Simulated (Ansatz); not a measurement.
The starting structures come from a database of crystals and need not be the phases stable at ambient conditions.

Inside the gap of an insulator the Bloch states are evanescent, with a wavenumber k + iκ along the transport direction.

Data:

```yaml
crystal:
  lattice:
    - [6.60874, 0.00000, 0.00000]
    - [0.00000, 6.65954, 0.00000]
    - [2.58275, 0.00000, 7.84823]
  atoms:
    - { symbol: Sr, position: [0.71633, 0.25000, 0.95181] }
    - { symbol: Sr, position: [0.28367, 0.75000, 0.04819] }
    - { symbol: Sr, position: [0.77517, 0.25000, 0.42926] }
    - { symbol: Sr, position: [0.22483, 0.75000, 0.57074] }
    - { symbol: Si, position: [0.27870, 0.25000, 0.79685] }
    - { symbol: Si, position: [0.72130, 0.75000, 0.20315] }
    - { symbol: S, position: [0.11355, 0.25000, 0.06158] }
    - { symbol: S, position: [0.88645, 0.75000, 0.93842] }
    - { symbol: S, position: [0.08310, 0.25000, 0.63567] }
    - { symbol: S, position: [0.91690, 0.75000, 0.36433] }
    - { symbol: S, position: [0.48962, 0.49803, 0.73725] }
    - { symbol: S, position: [0.51038, 0.50197, 0.26275] }
    - { symbol: S, position: [0.51038, 0.99803, 0.26275] }
    - { symbol: S, position: [0.48962, 0.00197, 0.73725] }
```

The cell is taken as given.

Transport runs along the normal of the first two printed cell vectors.

The gap is the functional's own, uncorrected, and κ follows it; spin-orbit coupling is left out. Mid-gap means the computed energy nearest the middle.

Compute, with Ansatz (a first-principles code) with r2SCAN, the band gap and the smallest decay constant κ at mid-gap.

Gap 3.40 eV on a 6×6×4 mesh; κ = 0.303 1/Å, at the zone centre.
